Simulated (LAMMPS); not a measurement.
Pressure dependence of Ni (fcc) at 2250 K, from the melt.

Computed with classical MD, pair style eam, the elements' _smf7.eam files (smf7); code LAMMPS.

```json
[
 {"P (GPa)": "0", "state": "liquid", "volume": "13.312 ± 0.001 Å³/atom", "coordination number": "13.0 (counted to 3.50 Å)", "self-diffusion coefficient of Ni (not corrected for cell size)": "(6.59 ± 0.07) × 10^-5 cm²/s"},
 {"P (GPa)": "2", "state": "liquid", "volume": "12.940 ± 0.002 Å³/atom", "coordination number": "12.7 (counted to 3.42 Å)", "self-diffusion coefficient of Ni (not corrected for cell size)": "(5.95 ± 0.10) × 10^-5 cm²/s"},
 {"P (GPa)": "5", "state": "liquid", "volume": "12.491 ± 0.002 Å³/atom", "coordination number": "13.1 (counted to 3.42 Å)", "self-diffusion coefficient of Ni (not corrected for cell size)": "(5.05 ± 0.06) × 10^-5 cm²/s"}
]
```

Caution (rows 2; 5): a run this short can hold a crystal over, or a liquid under, the potential's own melting point, which these runs don't give.

Estimate the isothermal bulk modulus at zero pressure. A parabola P(ln V) through the three points gives −dP/d ln V = 64 GPa at zero pressure.

States go by the mean squared displacement: a species diffuses where it passes 1.5 Å², still rises and gives D over 1e-6 cm²/s; a crystal has left its structure where atoms lie 0.35 Å off their sites on average or a cubic box changes its shape by 3 %, or the axial ratios of another lie 8 % off the starting cell's, which the potential's own relaxation can also do.

Errors of D are the spread over four groups of atoms in one short run; a floor of about 5 %, a picked value, is safer.

Errors shown are sampling errors alone.
